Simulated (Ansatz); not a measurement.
The parent structure is TiN in the rock salt structure (space group Fm-3m, No. 225; a = 4.2474 Å; relaxed with 0.1 eV smearing).

All numbers come from DFT with PBE, PAW potentials and a 420 eV plane-wave cutoff in Ansatz (a program for electronic structure), no SOC, earlier PAW set.

For the base:

* **Pressure**: 0.0 GPa

One thing is altered: every lattice vector is shortened by 4.85 %, atoms relaxed at fixed cell.

### Question
How does this affect the pressure and energy relative to the base?

### Answer
The pressure goes from zero to 56.5 GPa; the energy grows by 0.206 eV/atom.

The cells carry an imposed strain or load. Whether these cells are dynamically stable was not tested. The final runs are not spin-polarised. An odd electron count without spin: TiN.
